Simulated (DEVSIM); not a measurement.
System: TaN/Si3N4/p-Si capacitor, at 300 K.

```tsv
layer (left to right)	material	thickness (nm)	Na (cm⁻³)
1	Si3N4	17.0	-
2	Si	4400	8.5e15
```

Metal gate on the left, work function 4.4 eV. Fixed charge at the semiconductor interface 0 cm⁻² (in units of +e); no interface traps.

This is a model device: material constants are rounded textbook-type values typed into the input, and sizes, dopings and lifetimes were drawn at random. Values at 300 K.

```csv
parameter,Si3N4,Si
gap (eV),5.1,1.124
affinity (eV),2.1,4.05
permittivity,7.5,11.7
Nc (cm⁻³),-,2.86e19
Nv (cm⁻³),-,3.1e19
```

Simulated with DEVSIM: 1D Poisson equation in equilibrium, Boltzmann statistics, complete ionisation; no quantum confinement or tunnelling. Metal contacts follow the ideal Schottky-Mott rule: no Fermi-level pinning, no interface dipoles.

Tabulate band edges, carrier densities and field at -2.0 V on the gate.

Energies count from the Fermi level of the right contact; mesh points crowd at the junctions.

```
x (μm)    Ec (eV)  Ev (eV)  n (cm⁻³)  p (cm⁻³)  field (V/cm)
--------  -------  -------  --------  --------  ------------
0.000       4.300   -0.800     < 1e2     < 1e2       -720000
0.001451    4.195   -0.905     < 1e2     < 1e2       -720000
0.004633    3.965   -1.135     < 1e2     < 1e2       -720000
0.01032     3.554   -1.546     < 1e2     < 1e2       -720000
0.01537     3.188   -1.912     < 1e2     < 1e2       -720000
0.01691     3.076   -2.024     < 1e2     < 1e2       -720000
0.01837     1.079   -0.045     < 1e2    5.4e18       -210000
0.02385     1.020   -0.105       210    5.4e17        -63000
0.03452     0.978   -0.146      1100    1.1e17        -25000
0.05941     0.942   -0.182      4300    2.7e16         -8400
0.1210      0.918   -0.206     11000    1.1e16         -1500
0.3486      0.912   -0.212     14000    8.5e15           ≈ 0
0.7922      0.912   -0.212     14000    8.5e15           ≈ 0
1.827       0.912   -0.212     14000    8.5e15           ≈ 0
3.566       0.912   -0.212     14000    8.5e15           ≈ 0
4.065       0.912   -0.212     14000    8.5e15           ≈ 0
4.267       0.912   -0.212     14000    8.5e15           ≈ 0
4.355       0.912   -0.212     14000    8.5e15           ≈ 0
4.398       0.912   -0.212     14000    8.5e15           ≈ 0
4.410       0.912   -0.212     14000    8.5e15           ≈ 0
4.415       0.912   -0.212     14000    8.5e15           ≈ 0
4.417       0.912   -0.212     14000    8.5e15           ≈ 0
```
